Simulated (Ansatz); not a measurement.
The boundary is one mirror-built cell; no search for the lowest one was made.

System: Σ5 (310) symmetric tilt boundary in bcc Mo; relaxed on a coarser mesh with the in-plane cell held.

Input:

```
Mo
1.0
    3.16054     0.00000     0.00000
    1.58027     4.99725     0.00000
    0.00000     0.00000    40.51738
Mo
40
Direct
  0.99627   0.00746   0.02452
  0.70115   0.59769   0.05549
  0.40087   0.19826   0.07650
  0.09890   0.80220   0.10199
  0.80136   0.39728   0.12694
  0.50000   0.00000   0.15106
  0.20000   0.60000   0.17575
  0.90000   0.20000   0.20044
  0.60000   0.80000   0.22514
  0.30000   0.40000   0.24983
  0.00000   0.00000   0.27452
  0.70000   0.60000   0.29922
  0.40000   0.20000   0.32391
  0.10000   0.80000   0.34860
  0.80000   0.40000   0.37330
  0.50000   0.00000   0.39799
  0.19864   0.60272   0.42211
  0.90110   0.19780   0.44705
  0.59913   0.80174   0.47254
  0.29885   0.40231   0.49355
  0.00373   0.99254   0.52452
  0.29885   0.40231   0.55549
  0.59913   0.80174   0.57650
  0.90110   0.19780   0.60199
  0.19864   0.60272   0.62694
  0.50000   0.00000   0.65106
  0.80000   0.40000   0.67575
  0.10000   0.80000   0.70044
  0.40000   0.20000   0.72514
  0.70000   0.60000   0.74983
  0.00000   0.00000   0.77452
  0.30000   0.40000   0.79922
  0.60000   0.80000   0.82391
  0.90000   0.20000   0.84860
  0.20000   0.60000   0.87330
  0.50000   0.00000   0.89799
  0.80136   0.39728   0.92211
  0.09890   0.80220   0.94705
  0.40087   0.19826   0.97254
  0.70115   0.59769   0.99355
```

The resistance of the junction is A R = A (h/e²)[1/T − 1/(2N₁) − 1/(2N₂)] a spin, with T the transmission and N₁, N₂ the leads' channels in a cell of area A; the spins conduct in parallel.

Values are means of three energies within 0.05 eV of the Fermi level, on a potential converged at a Fermi-Dirac width of 0.05 eV. Resistances leave out the leads' Sharvin resistance. Spin-orbit coupling is left out.

Task: State the specific resistance of the junction and the share of channels that pass according to PBE run with Ansatz (a program for electronic structure).

Result: AR = 0.69 × 10⁻¹⁵ Ω m²; 53 % of the channels of the narrower lead pass.
